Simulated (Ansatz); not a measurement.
Functionals compared on a constructed model of the (0001) surface of hcp Co, ferromagnetic, a pseudomorphic layer of Au in the host's stacking (bottom of the slab: a bare face, its two planes held), in Ansatz (plane waves, PAW). The structure was relaxed with PBE; the other rows are single points on it. Cutoff 420 eV.

Slab: 7 atoms, 12.4 Å thick at the start with caps and adatoms (thin: gaps and levels are the slab's own); k 17x17x1, smearing 0.1 eV, dipole-corrected; 2 atoms held, the rest relaxed; start symmetry kept, larger cells not searched; spin-polarised, ending with about 9.9 μB a cell; orders that need a larger cell were not tried, no spin-orbit, no U. In PBE it is, or lies within 0.01 eV a 1x1 cell of, the lowest of the 2 structures of its composition computed so far; subsurface sites and larger cells were not tried. These notes are the PBE run's.

| functional | work function of the top face (eV) | magnetic moment of the cell (μB) | rough cost of the single point |
|---|---|---|---|
| PBE | 5.00 | 9.94 | – |
| RPBE | … | 9.99 | roughly 70 core-seconds |

Q: What belongs in the gaps?

A: 
- RPBE, work function of the top face (eV): 4.83

Ansatz is a quantum-chemistry and plane-wave program.
